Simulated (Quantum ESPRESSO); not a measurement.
Input and output of a self-consistent single point for TiB₂Mo (Amm2, 4 atoms in the cell) (Quantum ESPRESSO).

Method: LDA (PZ), GBRV 1.5 ultrasoft (LDA) pseudopotentials (plane waves; Quantum ESPRESSO).

The change in words: lattice scaled by 0.98. Reference geometry:
```
TiB2Mo
1.0
    3.11544     0.00000     0.00000
    0.00000     1.60565     4.26666
    0.00000    -1.60565     4.26666
Ti B Mo
1 2 1
Direct
  0.00000   0.14730   0.14730
  0.50000   0.55875   0.55875
  0.00000   0.43994   0.43994
  0.50000   0.85402   0.85402
```

Reference input (self-consistent single point, DFT, LDA (PZ), plane waves, GBRV 1.5 ultrasoft (LDA) pseudopotentials): ecutwfc = 50 Ry; ecutrho = 400 Ry; occupations = smearing; smearing = fd; degauss = 0.0073499 Ry; potentials = {Ti: ti_lda_v1.4.uspp.F.UPF, B: b_lda_v1.4.uspp.F.UPF, Mo: mo_lda_v1.uspp.F.UPF}; K_POINTS = automatic 10 10 10 0 0 0; conv_thr = 1e-09 Ry; mixing_beta = 0.3. This run's input differs from it in these lines:

```diff
@@ -27,5 +27,5 @@
 CELL_PARAMETERS {angstrom}
-   3.11544000     0.00000000     0.00000000
-   0.00000000     1.60565100     4.26666200
-   0.00000000    -1.60565100     4.26666200
+   3.05313100     0.00000000     0.00000000
+   0.00000000     1.57353800     4.18132900
+   0.00000000    -1.57353800     4.18132900
 ATOMIC_POSITIONS {crystal}
```

Output (repeated stretches shortened):

```
     Self-consistent Calculation

     iteration #  1     ecut=    50.00 Ry     beta= 0.30

     negative rho (up, down):  5.644E-04 0.000E+00

     total energy              =    -271.06824654 Ry
     estimated scf accuracy    <       2.44267188 Ry

     iteration #  2     ecut=    50.00 Ry     beta= 0.30

     negative rho (up, down):  6.262E-04 0.000E+00

     total energy              =    -271.59459800 Ry
     estimated scf accuracy    <       1.53338379 Ry

     iteration #  3     ecut=    50.00 Ry     beta= 0.30

     negative rho (up, down):  6.460E-04 0.000E+00

     total energy              =    -271.72672461 Ry
     estimated scf accuracy    <       0.05871780 Ry

   [... 10 blocks of this kind left out ...]

     iteration # 14     ecut=    50.00 Ry     beta= 0.30

     negative rho (up, down):  4.970E-04 0.000E+00

     total energy              =    -271.76477747 Ry
     estimated scf accuracy    <          2.2E-09 Ry

     iteration # 15     ecut=    50.00 Ry     beta= 0.30

     negative rho (up, down):  4.970E-04 0.000E+00
     End of self-consistent calculation

     Number of k-points >= 100: set verbosity='high' to print the bands.

     the Fermi energy is    17.5986 ev

!    total energy              =    -271.76477747 Ry
     estimated scf accuracy    <          7.2E-10 Ry
     smearing contrib. (-TS)   =      -0.00202117 Ry
     internal energy E=F+TS    =    -271.76275630 Ry

     convergence has been achieved in  15 iterations

     negative rho (up, down):  4.970E-04 0.000E+00

     Forces acting on atoms (cartesian axes, Ry/au):

     atom    1 type  1   force =     0.00000000    0.00000000   -0.00171073
     atom    2 type  2   force =     0.00000000    0.00000000    0.00094207
     atom    3 type  2   force =     0.00000000    0.00000000    0.00263444
     atom    4 type  3   force =     0.00000000    0.00000000   -0.00186578

     Total force =     0.003773     Total SCF correction =     0.000071

     negative rho (up, down):  4.970E-04 0.000E+00
          total   stress  (Ry/bohr**3)                   (kbar)     P=      -40.28
  -0.00025473   0.00000000   0.00000000          -37.47        0.00        0.00
   0.00000000  -0.00029730   0.00000000            0.00      -43.73        0.00
   0.00000000   0.00000000  -0.00026933            0.00        0.00      -39.62

   JOB DONE.
```

The run converged in 15 iterations. Against the reference run the free energy falls by 46.0 meV/atom, the pressure goes from -19.01 to -4.03 GPa and the largest force goes from 0.187 to 0.068 eV/Å.

The starting cell comes from a database of computed structures (which also holds hypothetical and non-ambient phases and stackings), without a prior relaxation at this level. Its lattice was rescaled by a random factor within 2.5 % of one. For this run, on top of that: lattice scaled by 0.98. Spin polarisation is off. With a pressure of about -4 GPa the cell is away from its equilibrium volume at this level.

Cost on one core of a shared machine: roughly 3 min.
